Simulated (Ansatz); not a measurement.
An Ansatz (a quantum-chemistry and plane-wave program) input (r2SCAN (Ansatz), scalar-relativistic without spin-orbit coupling):

Ansatz 0.2 input:
```yaml
crystal:
  lattice:
    - [3.2282066649, 0, 0]
    - [0, 3.2282066649, 0]
    - [1.6141033325, -1.6141033325, 2.2320853918]
  atoms:
    - { symbol: Ga, position: [0, 0, 0] }
    - { symbol: N, position: [0.75, 0.75, 0.5] }
basis: { ecutwfc: 500, ecutrho_ratio: 4, xc_grid: 4, fft_grid_basis: typed }
kpoints: { mp_grid: { grid: [13, 13, 13] } }
hamiltonian:
  xc: r2scan
  dispersion: none
  pseudopotentials: { kind: paw }
scf: { occupations: { method: fermi_dirac, width: 0.05 } }
relax: { f_tol: 0.005, max_steps: 50, cell: { stress_tol: 0.01, fix: [a, b, gamma] } }
output: { forces: true, stress: true }
checkpoint: { write: state.ck, write_every: 1000 }
```

**Question.** Which symmetry and how many k-points will the program report, and about how many plane waves at Γ?

**Answer.** Space group I-4m2 (ITA 119) with 8 operations, k-points 196 of 2197, and 593 plane waves at Γ.

**Question.** And the final pressure?

**Answer.** -2.59 GPa (compression positive).

The cells carry an imposed strain or load. Whether these cells are dynamically stable was not tested. The cell was made from GaN in the zinc blende structure (space group F-43m, No. 216) by this change: biaxial strain +1.50 %, plane normal [001], relaxed out of plane. This is not the structure that GaN has at room temperature and ambient pressure.
